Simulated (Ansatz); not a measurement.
Start from NiSi₂ (space group Fm-3m, No. 225; not spin-polarised; relaxed with 0.1 eV smearing).

```xyz
3
Lattice="0.0000 2.6929 2.6929 2.6929 0.0000 2.6929 2.6929 2.6929 0.0000" Properties=species:S:1:pos:R:3 pbc="T T T"
Ni     0.0000     0.0000     0.0000
Si     1.3465     1.3465     1.3465
Si     4.0394     4.0394     4.0394
```

Cartesian axes are those of the cell as printed.

The values are results of r2SCAN (Ansatz, a first-principles code; PAW; 500 eV plane waves; spin-orbit coupling left out), not measurements.

The change: compressive biaxial strain of 1.78 % in the plane normal to [110], as in epitaxy on a mismatched substrate; the out-of-plane cell vector and the atoms relax.

**Question.** Predict the new out-of-plane strain and in-plane stress.

**Answer.** The out-of-plane strain is +1.70 %; the mean in-plane stress (compression positive) is +5.0 GPa.

Whether these cells are dynamically stable was not tested. Starting moments died away, wholly or in part, for the base; another magnetic solution may exist. The final runs are not spin-polarised.
